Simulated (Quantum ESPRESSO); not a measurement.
Band structure of Na₂YF₆ (P-62m, 9 atoms in the cell).

```yaml
crystal:
  lattice:
    - [5.94358, 0.00000, 0.00000]
    - [-2.97179, 5.14729, 0.00000]
    - [0.00000, 0.00000, 3.52374]
  atoms:
    - { symbol: Na, position: [0.33333, 0.66667, 0.50000] }
    - { symbol: Na, position: [0.66667, 0.33333, 0.50000] }
    - { symbol: Y, position: [0.00000, 0.00000, 0.00000] }
    - { symbol: F, position: [0.62008, 0.00000, 0.00000] }
    - { symbol: F, position: [0.37992, 0.37992, 0.00000] }
    - { symbol: F, position: [0.00000, 0.62008, 0.00000] }
    - { symbol: F, position: [0.25182, 0.00000, 0.50000] }
    - { symbol: F, position: [0.74818, 0.74818, 0.50000] }
    - { symbol: F, position: [0.00000, 0.25182, 0.50000] }
```

Computed with PBEsol, PseudoDojo standard norm-conserving (PBESOL) pseudopotentials (plane waves; Quantum ESPRESSO).

Settings: ecutwfc = 90 Ry; occupations = smearing; smearing = gaussian; degauss = 0.0073499 Ry; potentials = {Na: Na.upf, Y: Y.upf, F: F.upf}; K_POINTS = automatic 2 2 3 0 0 0; conv_thr = 1e-10 Ry; mixing_beta = 0.4.

The starting cell comes from a database of computed structures (which also holds hypothetical and non-ambient phases and stackings), without a prior relaxation at this level.

Levels in eV from the Fermi level, bands 33 to 40:
| point | 33 | 34 | 35 | 36 | 37 | 38 | 39 | 40 |
|---|---|---|---|---|---|---|---|---|
| Γ | -0.20 | -0.13 | -0.13 | -0.01 | 7.92 | 8.96 | 8.96 | 8.98 |
| M | -0.37 | -0.25 | -0.21 | -0.03 | 8.87 | 9.17 | 9.46 | 9.92 |
| K | -0.30 | -0.30 | -0.23 | 0.00 | 9.00 | 9.31 | 9.31 | 10.25 |
| A | -0.15 | -0.15 | -0.12 | -0.12 | 9.12 | 9.65 | 9.65 | 9.67 |
| L | -0.45 | -0.23 | -0.11 | -0.01 | 9.59 | 9.64 | 9.80 | 9.95 |
| H | -0.41 | -0.41 | -0.04 | -0.04 | 9.73 | 9.73 | 9.91 | 9.91 |

No band crosses the Fermi level by more than 0.03 eV along this path.
